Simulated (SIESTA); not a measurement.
Input and output of a self-consistent single point for SnTe (I4mm, 2 atoms in the cell) (SIESTA).

Method of the run: GGA PBEsol, numerical atomic orbitals DZP, PseudoDojo PBEsol standard norm-conserving potentials (rewritten from UPF to PSML) (SIESTA 5.4.2).

```xyz
2
Lattice="0.0000 3.1442 3.1442 3.1442 0.0000 3.1442 3.1442 3.1442 0.0000" Properties=species:S:1:pos:R:3 pbc="T T T"
Sn     0.0000     0.0000     0.0500
Te     3.1442     3.1442     3.1442
```

Reference input (self-consistent single point, DFT, GGA PBEsol, numerical atomic orbitals DZP, PseudoDojo PBEsol standard norm-conserving potentials (rewritten from UPF to PSML)): XC.functional = GGA; XC.authors = PBEsol; potentials = PseudoDojo PBEsol standard; PAO.BasisSize = DZP; PAO.EnergyShift = 0.005 Ry; MeshCutoff = 350 Ry; kgrid.MonkhorstPack = 6 6 6; OccupationFunction = FD; ElectronicTemperature = 10 meV; MaxSCFIterations = 150; SCF.Mixer.Method = Broyden; SCF.Mixer.Weight = 0.1. This run's input differs from it in these lines:

```diff
@@ -28,5 +28,5 @@
 %block kgrid.MonkhorstPack
-    6   0   0  0.0
-    0   6   0  0.0
-    0   0   6  0.0
+   12   0   0  0.5
+    0  12   0  0.5
+    0   0  12  0.5
 %endblock kgrid.MonkhorstPack
```

Output, abridged:

```
        iscf     Eharris(eV)        E_KS(eV)     FreeEng(eV)     dDmax    Ef(eV) dHmax(eV)
   scf:    1    -4986.295620    -4986.276761    -4986.276761  0.583428 -3.471612  2.402993
   scf:    2    -4986.325867    -4986.301736    -4986.301736  0.021512 -3.493725  2.035074
   scf:    3    -4986.397904    -4986.361276    -4986.361276  0.117692 -3.625053  0.529960
   scf:    4    -4986.366784    -4986.364256    -4986.364256  0.008363 -3.635011  0.274995
   scf:    5    -4986.365716    -4986.365253    -4986.365253  0.006712 -3.641946  0.014376
   scf:    6    -4986.365270    -4986.365261    -4986.365261  0.000272 -3.640230  0.011000
   scf:    7    -4986.365277    -4986.365270    -4986.365270  0.000598 -3.637938  0.002679
   scf:    8    -4986.365271    -4986.365271    -4986.365271  0.000145 -3.639920  0.001119
   scf:    9    -4986.365271    -4986.365271    -4986.365271  0.000020 -3.640099  0.000920
SCF Convergence by DM+H criterion
max |DM_out - DM_in|         :     0.0000195965
max |H_out - H_in|      (eV) :     0.0009198107
SCF cycle converged after 9 iterations

Using DM_out to compute the final energy and forces

siesta: E_KS(eV) =            -4986.3653

siesta: E_KS - E_eggbox =     -4986.3653

siesta: Atomic forces (eV/Ang):
     1    0.001015    0.001015   -0.050695
     2   -0.001016   -0.001016    0.051051
   Tot   -0.000001   -0.000001    0.000356
   Max    0.051051
   Res    0.029383    sqrt( Sum f_i^2 / 3N )
   Max    0.051051    constrained

Stress tensor Voigt[x,y,z,yz,xz,xy] (kbar):      -11.24      -11.24      -12.16       -0.18       -0.18       -0.18
(Free)E + p*V (eV/cell)    -4985.9172
Target enthalpy (eV/cell)    -4986.3653

siesta: Program's energy decomposition (eV):
siesta: FreeEng =     -4986.365271

   [... lines left out ...]
siesta: Cell volume =         62.167082 Ang**3
siesta:          11.54850460         10.25108499  kBar
   [... lines left out ...]
               5dxz    5dx2-y2
   2 15.930   1.604   0.143   1.091   1.088   1.091   0.176   0.177   0.176
              2.004   2.004   2.004   2.004   2.004   0.033   0.033   0.132

              0.033   0.132

mulliken: Qtot =       30.000

Mulliken Atomic Populations:
Atom #   charge [q] valence [e]  Species
     1    -0.069579   14.069579  Sn
     2     0.069579   15.930421  Te
 Total    -0.000000
```

The run converged in 9 iterations. Against the reference run the free energy stays essentially unchanged (within 1 meV/atom), the pressure moves little (1.10 to 1.15 GPa), the largest force goes from 0.003 to 0.051 eV/Å and the gap on the mesh goes from 0.147 to 0.339 eV.

The starting cell has typed, rounded lattice constants, without a prior relaxation at this level. Its lattice was rescaled by up to half a per cent. One atom was moved a little off its site on purpose. Spin-orbit coupling is off. Values carry the incompleteness of an atom-centred basis. Another mesh or the band path of this cell gives a smaller gap, so this value is not converged in the mesh.

Cost on one core of a shared machine: roughly 60 s.
